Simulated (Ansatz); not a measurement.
An Ansatz (a first-principles code) input (plane-wave PAW DFT at the PBEsol level (Ansatz, 420 eV), no spin-orbit coupling):

Ansatz 0.2 input:
```yaml
crystal:
  lattice:
    - [0, 3.1182417285, 3.1182417285]
    - [3.1182417285, 0, 3.1182417285]
    - [3.1182417285, 3.1182417285, 0]
  atoms:
    - { symbol: Ba, position: [0, 0, 0] }
    - { symbol: S, position: [0.5, 0.5, 0.5] }
basis: { ecutwfc: 420, ecutrho_ratio: 4, xc_grid: 2, fft_grid_basis: typed }
kpoints: { mp_grid: { grid: [9, 9, 9] } }
hamiltonian:
  xc: pbesol
  dispersion: none
  pseudopotentials: { kind: paw }
scf: { occupations: { method: fermi_dirac, width: 0.05 }, convergence: { dr2_threshold: 0.0000000002 } }
relax: { f_tol: 0.005, max_steps: 50 }
output: { forces: true, stress: true }
checkpoint: { write: state.ck, write_every: 1000 }
```

Question: Which symmetry and how many k-points will the program report, and about how many plane waves at Γ?

Answer: Space group Fm-3m (ITA 225) with 48 operations, k-points 35 of 729, and 1243 plane waves at Γ.

Question: And the final pressure?

Answer: 2.34 GPa (compression positive).

The cells carry an imposed strain or load. Whether these cells are dynamically stable was not tested. The cell was made from BaS in the rock salt structure (space group Fm-3m, No. 225) by this change: isotropic strain −1.50 %.
